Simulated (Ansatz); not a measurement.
End structure of a constructed model of the (111) surface of fcc Pt, a pseudomorphic layer of Cu in the host's stacking (bottom of the slab: a bare face, its two planes held):

```
CELL_PARAMETERS angstrom
      2.80721     0.00000     0.00000
     -1.40361     2.43112     0.00000
      0.00000     0.00000    30.00000
ATOMIC_POSITIONS crystal
  Pt 0.33333 0.66667 0.27094
  Pt 0.66667 0.33333 0.34734
  Pt 0.00000 0.00000 0.42342
  Pt 0.33333 0.66667 0.49959
  Pt 0.66667 0.33333 0.57616
  Pt 0.00000 0.00000 0.65391
  Cu 0.33333 0.66667 0.72270
```

Model: 7-atom slab, 13.7 Å thick at the start, 15x15x1 mesh, Fermi-Dirac 0.1 eV, dipole correction, 2 atoms held, the rest relaxed; symmetry of the start imposed; no spin, no spin-orbit, no U. It is one candidate, not shown to be the stable structure of the face.

Problem. What work function of the top face does PBE in Ansatz (a first-principles code) give?

Solution. 4.68 eV
